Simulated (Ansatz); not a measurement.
Seebeck coefficient (μV/K, mean over directions) of p-type ZnS (F-43m) against carrier density, r2SCAN with spin-orbit coupling, rigid bands (Ansatz, a first-principles code). Computed gap 2.77 eV; densities at which minority carriers matter at this gap, or further valleys turn the trend, are left out. Conductivity mass 0.85 mₑ (harmonic mean over directions), N_v = 5.2e19 cm⁻³ at 300 K.

```tsv
hole density	300 K	500 K
1e16 cm⁻³	978	1055
1e17 cm⁻³	780	856
1e18 cm⁻³	582	658
3e18 cm⁻³	…	563
1e19 cm⁻³	…	460
3e19 cm⁻³	295	367
1e20 cm⁻³	203	267
3e20 cm⁻³	129	182
1e21 cm⁻³	…	102
```

Question: Fill in the missing entries.

Answer: 
- 3e18 cm⁻³, 300 K: 488
- 1e19 cm⁻³, 300 K: 386
- 1e21 cm⁻³, 300 K: 65

Rigid bands with a gap fixed in temperature, one relaxation time for all states, no polarons or phonon drag, and whether or not such doping can be reached. Geometry: cell and atoms relaxed with PBEsol.
